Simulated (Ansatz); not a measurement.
Start from BN (space group P6_3/mmc, No. 194; a = 2.504 Å, c = 7.035 Å; layered, stacked along the Cartesian z axis).

Computed with plane-wave PAW DFT at the PBEsol level (Ansatz, a first-principles code, 420 eV), without spin-orbit coupling.

Before the change:

| Property | Result |
|---|---|
| Gap character | indirect, k = (0.296, 1/3, 0) in the run's primitive reciprocal basis → M |
| Gap between the host's bands | 4.25 eV |

It is then changed as follows: electron doping at 1.5×10^21 cm⁻³ (0.0573 per cell), with a uniform compensating background at fixed cell and a 300 K Fermi–Dirac width.

How does this affect the gap character?

The gap character remains indirect, k = (0.296, 1/3, 0) in the run's primitive reciprocal basis → M.

How does this affect the Fermi level from band edge?

The Fermi level relative to the doped band's edge (positive inside the band; to 0.05 eV) amounts to +0.20 eV.

Estimate the effect on the gap between the host's bands.

The gap between the host's bands hardly moves (4.25 eV against 4.24 eV).

Charged cell with a jellium background: band edges are those of the host's band count, energies are not comparable with the neutral cell, and many-body gap narrowing is missing. Stability against distortions was not tested. The base started in Pnma and relaxed to P6_3/mmc at this level. No dispersion term is included in the PBEsol runs.
